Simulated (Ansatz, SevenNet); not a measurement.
For Ti₃Al (P6₃/mmc, No. 194), the machine-learned potential SevenNet-0 (trained on PBE and PBE+U data) gives:

| Item | Value |
|---|---|
| equilibrium lattice constant a | 5.716 Å |
| lattice parameter c | 4.697 Å |

Question: What does r²SCAN+rVV10 (PAW; Ansatz, a first-principles code) give for the same quantities?

Answer: 
- lattice constant a: 5.735 Å (goes up by 0.3 %)
- lattice parameter c: 4.622 Å (falls by 1.6 %)

Changes are worked out from the printed values.

Unless a cell is named, each level is at its own relaxed cell (SevenNet-0 16.61, r²SCAN+rVV10 16.45 Å³/atom).

The crystal itself was run without spin with r²SCAN+rVV10; a magnetic state was not tried in these runs.

Ansatz's density-functional and Hartree–Fock values are scalar-relativistic unless marked +SOC, with PAW data made under PBE.
